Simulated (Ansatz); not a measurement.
The reference is ZnSe in the zinc blende structure (space group F-43m, No. 216).

```xyz
2
Lattice="0.0000 2.7838 2.7838 2.7838 0.0000 2.7838 2.7838 2.7838 0.0000" Properties=species:S:1:pos:R:3 pbc="T T T"
Zn     0.0000     0.0000     0.0000
Se     1.3919     1.3919     1.3919
```

The values are results of Ansatz (a quantum-chemistry and plane-wave program), LDA, PAW, cutoff 420 eV, spin-orbit coupling left out, not measurements.

Base values:

The width of the top valence band is 2.96 eV and the band gap comes out as 1.25 eV. The electron mass comes out as 0.090 mₑ (at Γ) and the hole mass comes out as 0.094, 0.55, 0.55 mₑ (at Γ).

Now apply this change: cell and atoms relaxed at a pressure of 22.5 GPa.

Task: Estimate the effect on the width of the top valence band.

Result: The width of the top valence band goes up by 1.027 eV, from 2.96 eV to 3.98 eV.

Task: Predict the new band gap.

Result: The band gap increases by 0.89 eV, from 1.25 eV to 2.14 eV.

Task: Estimate the effect on the electron mass.

Result: The electron mass becomes 0.13 mₑ (at Γ) (base: 0.090 mₑ (at Γ)).

Task: Estimate the effect on the hole mass.

Result: The hole mass (degenerate bands, along [100]) becomes 0.14, 0.42, 0.42 mₑ (at Γ) (base: 0.094, 0.55, 0.55 mₑ (at Γ)).

Load acts through the strain it causes; cell and atoms are relaxed under it. Effective masses come from finite differences of ±0.01 Å⁻¹. Whether these cells are dynamically stable was not tested. Measured, ZnSe leaves this structure (for rock salt) near 13 GPa (temperature not stated; as listed in M. Köfferlein et al., Hyperfine Interactions (1994)).
